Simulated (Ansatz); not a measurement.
Start from WC (space group P-6m2, No. 187; a = 2.912 Å, c = 2.836 Å). Axes: x lies along a and z along c of the hexagonal cell.

Computed with r2SCAN (Ansatz, a quantum-chemistry and plane-wave program), no spin-orbit coupling.

Before the change:

- Shortest interatomic distance = 4.157 bohr
- Pressure = 0.0 GPa
- Band gap = zero

The change: the cell is compressed by 0.49 % along y with no lateral relaxation; the atoms relax in the strained cell.

Question: Estimate the effect on the energy relative to the base.

Answer: The energy rises by 0.6 meV/atom.

Question: How does this affect the shortest interatomic distance?

Answer: The shortest interatomic distance shrinks by 0.010 bohr, from 4.157 bohr to 4.147 bohr.

Question: What does the calculation give for the pressure after the change?

Answer: The pressure (mean of the normal stresses, compression positive) goes from zero to 1.9 GPa.

Question: Estimate the effect on the band gap.

Answer: The band gap is still zero.

Without a gap, meshes like the base's 18×18×16 leave anisotropic stresses uncertain by several tenths of a GPa, and small strain energies with them. Stability against distortions was not tested. All final runs are without spin polarisation.
